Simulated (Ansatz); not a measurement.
Structures of equal composition on the (111) surface of fcc Al: a pseudomorphic layer of Ag in the host's stacking; a pseudomorphic layer of Ag in the other hollow. The slabs share one bottom face, and each structure is named by its start. These are constructed structures in small cells; real faces may alloy, dewet or reconstruct in larger ones, and not all known structures of the face are among them. Slabs of about 12 Å, Fermi-Dirac smearing of 0.1 eV. Bottom of the slabs: a bare face, its two planes held. Relaxed from the named starts with such symmetry as they have, on meshes of like density; energies extrapolated to zero smearing; spin only where a row says so; no spin-orbit coupling, no U. Brackets mark spin-polarised runs, whose order is one that fits the cell.

Level of theory: PBE (plane waves to 420 eV, PAW; Ansatz, a program for electronic structure).

Question: Order them by energy per 1x1 cell (lowest first) at the level PBE.

Answer: a pseudomorphic layer of Ag in the host's stacking (0.000 eV), a pseudomorphic layer of Ag in the other hollow (0.021 eV)
